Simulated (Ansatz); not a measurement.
# Effect of uniaxial strain ε_zz = −1.00 % on TiC

Start from TiC in the rock salt structure (space group Fm-3m, No. 225; a = 4.328 Å; relaxed with 0.1 eV smearing). Axes: x, y, z lie along the cube axes.

Modification: uniaxial strain ε_zz = −1.00 %, all other strain components held at zero, atoms relaxed at fixed cell.

The values are results of r2SCAN/PAW in Ansatz (a first-principles code), without spin-orbit coupling, not measurements. k-mesh 23×23×23 (Γ-centred); smearing 0.1 eV (Fermi–Dirac).

The volume per atom shrinks by 0.10 Å³, from 10.13 Å³ to 10.03 Å³ and the space group goes from Fm-3m (No. 225) to I4/mmm (No. 139). The shortest interatomic distance decreases by 0.022 Å to 2.142 Å and the energy goes up by 1.7 meV/atom. The pressure (mean of the normal stresses, compression positive) goes from zero to 2.7 GPa and the band gap stays zero. The stress (xx, yy, zz, yz, xz, xy; compression positive) amounts to (1.3, 1.3, 5.6, 0.0, 0.0, 0.0) GPa.

Final structure:

```xyz
2
Lattice="0.0000 2.1639 2.1423 2.1639 0.0000 2.1423 2.1639 2.1639 0.0000" Properties=species:S:1:pos:R:3 pbc="T T T"
Ti     0.0000     0.0000     0.0000
C      2.1639     2.1639     2.1423
```

Whether these cells are dynamically stable was not tested. All final runs are without spin polarisation.
